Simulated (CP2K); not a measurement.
CP2K run on Yb (Fm-3m, 1 atom in the cell): self-consistent single point.

Level of theory: PBE, GPW, DZVP-MOLOPT-SR-GTH basis, GTH-PBE potentials (GTH_POTENTIALS) (CP2K 2026.2).

```
Yb
1.0
    3.81062     0.00000     0.00000
    1.90531     3.30009     0.00000
    1.90531     1.10003     3.11136
Yb
1
Direct
  0.00000   0.00000   0.00000
```

Reference input (self-consistent single point, DFT PBE, GPW, DZVP-MOLOPT-SR-GTH basis, GTH-PBE potentials (GTH_POTENTIALS)): CUTOFF = 800 Ry; REL_CUTOFF = 40 Ry; SMEAR/METHOD = FERMI_DIRAC; ELECTRONIC_TEMPERATURE = 1160.45 K; KPOINTS/SCHEME = MONKHORST-PACK 9 9 9; XC_FUNCTIONAL = PBE; Yb/BASIS_SET = DZVP-MOLOPT-SR-GTH-q24; Yb/POTENTIAL = GTH-PBE-q24; METHOD = GPW; EPS_DEFAULT = 1e-10; NGRIDS = 5; SCF_GUESS = ATOMIC. This run's input differs from it in these lines:

```diff
@@ -40,3 +40,4 @@
     &KPOINTS
-      SCHEME MONKHORST-PACK 9 9 9
+      SCHEME MONKHORST-PACK 6 6 6
+      GAMMA_CENTERED T
     &END KPOINTS
```

Output (repeated stretches shortened):

```
 SCF WAVEFUNCTION OPTIMIZATION

  Step     Update method      Time    Convergence         Total energy    Change
     1 NoMix/Diag. 0.20E+00      -     1.09026012      -233.9797933980 -2.34E+02
     2 Broy./Diag. 0.20E+00      -     0.34020658      -245.4214718126 -1.14E+01
     3 Broy./Diag. 0.20E+00      -     0.04995262      -229.4341458981  1.60E+01
     4 Broy./Diag. 0.20E+00      -     0.19742808      -231.3246607112 -1.89E+00
     5 Broy./Diag. 0.20E+00      -     0.06960015      -239.7944239553 -8.47E+00
     6 Broy./Diag. 0.20E+00      -     0.00069162      -235.4924530809  4.30E+00
   [... 13 lines left out ...]
    20 Broy./Diag. 0.20E+00      -     0.00001078      -233.8780828407  1.43E-03
    21 Broy./Diag. 0.20E+00      -     0.00000562      -233.8786750782 -5.92E-04
    22 Broy./Diag. 0.20E+00      -     0.00000143      -233.8783888701  2.86E-04
    23 Broy./Diag. 0.20E+00      -     0.00000027      -233.8784747416 -8.59E-05
  *** SCF run converged in    23 steps ***

  Overlap energy of the core charge distribution:               0.00000000000000
  Self energy of the core charge distribution:               -326.22077929861047
  Core Hamiltonian energy:                                     96.61487372729084
  Hartree energy:                                              17.10908020793217
  Exchange-correlation energy:                                -21.37764096494971
  Electronic entropic energy:                                  -0.00400840764801
  Fermi energy:                                                 0.20562422233172

  Total energy:                                              -233.87847474158204
  Total energy (extrapolated to T->0):                       -233.87647053775802

                     Mulliken Population Analysis

   [... lines left out ...]

 STRESS| Analytical stress tensor [bar]
 STRESS|                        x                   y                   z
 STRESS|      x       -2.13067484913E+04   1.11305231204E+01   7.87044474900E+00
 STRESS|      y        1.11305231204E+01  -2.13196914421E+04   4.54599932410E+00
 STRESS|      z        7.87044474900E+00   4.54599932410E+00  -2.13228452663E+04
 STRESS| 1/3 Trace                                            -2.13164283999E+04
```

The run converged in 23 iterations. Against the reference run the free energy goes up by 13.1 meV/atom and the pressure hardly changes (-2.20 to -2.13 GPa).

The starting cell has typed, rounded lattice constants, without a prior relaxation at this level. Its lattice was rescaled by a random factor within 2.5 % of one. Spin polarisation is off. Values carry the incompleteness of an atom-centred basis.

Cost on one core of a shared machine: roughly 7 min.
